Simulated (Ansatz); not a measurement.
Input:

```yaml
crystal:
  lattice:
    - [4.68333, 0.00000, 0.00000]
    - [0.00000, 4.76918, 0.00000]
    - [0.00000, 0.00000, 3.21200]
  atoms:
    - { symbol: Sn, position: [0.00000, 0.00000, 0.00000] }
    - { symbol: Sn, position: [0.50000, 0.50000, 0.50000] }
    - { symbol: O, position: [0.30242, 0.30969, 0.00000] }
    - { symbol: O, position: [0.80242, 0.19031, 0.50000] }
    - { symbol: O, position: [0.19758, 0.80969, 0.50000] }
    - { symbol: O, position: [0.69758, 0.69031, 0.00000] }
```

No spin polarisation.

Level of theory: PBEsol/PAW in Ansatz (a quantum-chemistry and plane-wave program), spin-orbit coupling left out. k-mesh 7×7×10 (Γ-centred); smearing 0.05 eV (Fermi–Dirac).

Problem. Predict the electron mass.

Solution. 0.18 mₑ along z, 0.20 mₑ across (at Γ).

Problem. What space group does the calculation give?

Solution. Pnnm (No. 58).

Problem. What is the computed hole mass?

Solution. 1.6 mₑ along x, 1.1 mₑ along y, 1.8 mₑ along z (at Γ).

Problem. What valence-band top at Γ (three highest levels, from the VBM) does the calculation give?

Solution. 0.00, -0.73, -0.80 eV.

The levels and masses belong to the bands next to the band gap. The cells carry an imposed strain or load. Masses are band curvatures over ±0.01 Å⁻¹ around the edge. Stability against distortions was not tested. The cell was made from SnO$_{2}$ in the rutile structure (space group P4_2/mnm, No. 136) by this change: uniaxial strain ε_xx = −1.80 %.
